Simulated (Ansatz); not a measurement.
SnC under load (space group F-43m), PBE with spin-orbit coupling, rigid bands run with Ansatz (a quantum-chemistry and plane-wave program). Condition of this run: hydrostatic pressure of 5 GPa (compression positive) (the target of the relaxation). Band gap 0.98 eV, N_c = 8.88e17 cm⁻³ and N_v = 3.93e19 cm⁻³ at 300 K, conductivity masses of 0.114 mₑ (electrons) and 0.631 mₑ (holes). Take k_BT = 0.02585 eV.

Problem. What built-in voltage has an abrupt junction with N_A = 1e17 and N_D = 1e17 cm⁻³, all dopants ionised?

Solution. V_bi = E_g/e − (k_BT/e) ln(N_c N_v/(N_A N_D)) = 0.98 − 0.02585 × 8.16 = 0.77 V, for the computed gap.

Problem. What thermal injection velocity √(2k_BT/πm) limits a ballistic channel?

Solution. 1.59e7 cm/s for electrons and 6.77e6 cm/s for holes, a ratio of √(m_h/m_e) = 2.35, for dilute carriers.

Problem. A film of it is 8 nm thick. Estimate the confinement energies in an infinite well.

Solution. ħ²π²/(2m t²) = 0.376 eV·nm²/(m/mₑ × t²) gives 51.5 meV for electrons and 9.31 meV for holes, so the gap would widen to about 1.04 eV. Finite barriers and nonparabolic bands lower this, and with several valleys or bands the heaviest mass along the normal sets the lowest level, not this average.

Rigid bands with the computed gap; masses take one relaxation time for all states. Geometry: cell and atoms relaxed with PBEsol.

Computed structure with no diffraction record at hand here (it may be known, metastable or hypothetical): SnC under load (space group F-43m).
